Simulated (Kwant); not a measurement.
System: In0.53Ga0.47As/In0.52Al0.48As stack with 1 barrier. One parabolic valley. Leads of mass 0.041 mₑ with the band edge at 0; grid 0.1 nm; bias 0 V, dropping linearly over the stack.

```csv
layer,thickness (nm),band offset (eV),mass (mₑ)
1,4.3,0.52,0.075
```

Constants are typed, rounded textbook-type inputs, not results; the design itself was drawn at random and stands for no fabricated device.

Model: one-band effective-mass tight-binding model in one dimension, coherent, no space charge (Kwant).

Sweep values stay those of the base run.

The height of the first barrier was swept, all else fixed.

| height of the first barrier (eV) | transmission at E = 0.1109 eV | transmission at E = 0.4454 eV | mean transmission over the sweep | transmission at E = 0.3273 eV |
|---|---|---|---|---|
| 0.31 | 0.018 | 0.60 | 0.14 | 0.19 |
| 0.42 | 0.0047 | 0.16 | 0.036 | 0.047 |
| 0.52 | 0.0016 | 0.047 | 0.011 | 0.015 |

From the first row to the last the transmission at E = 0.1109 eV goes from 0.018 to 0.0016. From the first row to the last the transmission at E = 0.4454 eV goes from 0.60 to 0.047.
